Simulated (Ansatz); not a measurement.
# Tm2O3 (Ia-3, No. 206)

Computed with PBEsol in Ansatz (plane waves, PAW).

Settings: plane-wave cutoff 500 eV, 6×6×6 k mesh, Fermi–Dirac smearing 0.05 eV, spin-polarised with parallel moments, scalar-relativistic PAW data made under PBE.

Cell: relaxed at this level.

| Item | Result |
|---|---|
| equilibrium volume per atom | 14.07 Å³/atom |
| lattice parameter a | 10.403 Å |

Note: the magnetic order was assumed, not searched for or taken from measurement; the 4f shell is treated without U or exact exchange, so its levels and filling can be wrong.

Spin–orbit coupling is not included.

Computed values are for the static lattice.

Ansatz is a program for electronic structure.
